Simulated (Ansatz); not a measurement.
The reference is Be$_{3}$N$_{2}$ (space group R3m, No. 160; a cell from a computed database, its experimental status unchecked).

```yaml
crystal:
  lattice:
    - [1.41753, 0.81841, 4.85241]
    - [-1.41753, 0.81841, 4.85241]
    - [0.00000, -1.63683, 4.85241]
  atoms:
    - { symbol: Be, position: [0.14108, 0.14108, 0.14108] }
    - { symbol: Be, position: [0.68236, 0.68236, 0.68236] }
    - { symbol: Be, position: [0.91111, 0.91111, 0.91111] }
    - { symbol: N, position: [0.79582, 0.79582, 0.79582] }
    - { symbol: N, position: [0.29154, 0.29154, 0.29154] }
```

Levels (all Ansatz, a first-principles code, PAW): PBEsol (420 eV, no SOC); r2SCAN (500 eV, no spin-orbit coupling).

The geometry is relaxed with PBEsol.

| Item | Value |
|---|---|
| PBEsol pressure | 0.00 GPa |
| PBEsol lowest conduction level above the VBM at special points | F 2.66 eV; H₂ 5.01 eV; H₀ 5.01 eV; S₂ 5.07 eV |
| PBEsol smallest direct gap | 3.73 eV |

Problem. How does going to r2SCAN change the pressure, lowest conduction level above the VBM at special points and smallest direct gap?

Solution. The pressure goes from zero to 0.34 GPa; the lowest conduction level above the VBM at special points goes from F 2.66 eV; H₂ 5.01 eV; H₀ 5.01 eV; S₂ 5.07 eV to F 3.43 eV; H₂ 5.83 eV; H₀ 5.83 eV; S₂ 5.89 eV; the smallest direct gap grows by 0.77 eV (3.73 eV → 4.50 eV).

Single points use the geometry relaxed with PBEsol. Their cutoffs differ, which shifts pressures a little. Stability against distortions was not tested.
